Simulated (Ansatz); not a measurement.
Base system: MoS$_{2}$ in the 3R-MoS2 type structure (space group R3m, No. 160; a = 3.116 Å, c = 17.356 Å (hexagonal axes); layered, stacked along the Cartesian z axis).

It is then changed as follows: a free-standing slab of 3 layers (9 atoms, 3 a layer) is cut normal to the stacking axis, with 15 Å of vacuum and the in-plane cell relaxed.

Levels (all Ansatz, a first-principles code, PAW): PBEsol-D3(BJ) (420 eV, no spin-orbit coupling); r2SCAN (500 eV, without spin-orbit coupling).

The geometry is relaxed with PBEsol-D3(BJ).

| Property | Value |
|---|---|
| PBEsol-D3(BJ) band gap | 0.74 eV |
| PBEsol-D3(BJ) smallest direct gap | 1.67 eV |
| PBEsol-D3(BJ) width of the top valence band | 1.77 eV |

With r2SCAN at the same geometry, the band gap increases by 0.17 eV (0.74 eV → 0.91 eV); the smallest direct gap goes up by 0.12 eV, from 1.67 eV to 1.79 eV; the width of the top valence band rises by 0.034 eV (1.77 eV → 1.81 eV).

Single points use the geometry relaxed with PBEsol-D3(BJ). Stability against distortions was not tested.
